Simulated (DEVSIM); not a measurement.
Device: Si n-i-p diode, at 300 K.

Layer 1 from the left is Si, thickness (μm) 0.280, Nd (cm⁻³) 1.3e18, τn (s) 2.5e-6, τp (s) 2.5e-6. Layer 2 from the left is Si, thickness (μm) 1.40, Na (cm⁻³) 8.6e12, τn (s) 2.5e-6, τp (s) 2.5e-6. Layer 3 from the left is Si, thickness (μm) 2.30, Na (cm⁻³) 8.2e18, τn (s) 2.5e-6, τp (s) 2.5e-6.

Left contact: ohmic. Right contact: ohmic. Voltage is applied to the left contact. Recombination: SRH at mid-gap, radiative, Auger. Mobility is μmin + (μ − μmin)/(1 + (N/Nref)^α).

Constants are typed, rounded textbook-type inputs, not results; the design itself was drawn at random and stands for no fabricated device. Values at 300 K.

Si: gap (eV) 1.124, affinity (eV) 4.05, permittivity 11.7, Nc (cm⁻³) 2.86e19, Nv (cm⁻³) 3.1e19, μn (cm²/Vs) 1417, μp (cm²/Vs) 470, μn,min 52, μp,min 45, Nref,n 9.7e16, Nref,p 2.2e17, αn 0.68, αp 0.72, B (cm³/s) 4.7e-15, Cn (cm⁶/s) 2.8e-31, Cp (cm⁶/s) 9.9e-32.

DEVSIM, 1D drift-diffusion, Boltzmann statistics, complete ionisation; no tunnelling, impact ionisation, image-force lowering or self-heating.

What does the simulation give for the dark forward voltage at 100 A/cm², the potential step across the device at zero bias?

dark forward voltage at 100 A/cm² 0.820 V; potential step across the device at zero bias 1.010 V.
